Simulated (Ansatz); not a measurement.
MgO (within 0.1 Å of P3m1, No. 156, 12 atoms in the cell; start mp-775808; a measured phase of this formula has another space group) was calculated with G0W0@PBEsol in Ansatz (plane waves, hard PAW, contour deformation, complete-basis limit).

Settings: largest k mesh 9×9×2 (not extrapolated in the mesh).

Cell (relaxed with PBEsol):

```
CELL_PARAMETERS angstrom
      2.82740    -1.63225     0.00046
      2.82740     1.63225     0.00046
     -0.00243     0.00000    15.50701
ATOMIC_POSITIONS crystal
  Mg 0.33331 0.33331 0.64812
  Mg 0.33331 0.33331 0.97929
  Mg 0.00000 0.00000 0.81369
  Mg 0.00001 0.00001 0.48191
  Mg 0.00006 0.00006 0.14749
  Mg 0.66676 0.66676 0.31371
  O  0.33331 0.33331 0.85167
  O  0.33335 0.33335 0.52046
  O  0.00000 0.00000 0.01855
  O  0.00000 0.00000 0.68609
  O  0.00007 0.00007 0.35297
  O  0.66673 0.66673 0.18605
```

What does this level give for the band gap?


band gap: 6.04 eV (direct)

Note: the gap holds a correction of +0.67 eV to the complete basis.

A start named mp-… is a Materials Project structure, which need not be a measured phase.

Ansatz is an electronic-structure program.
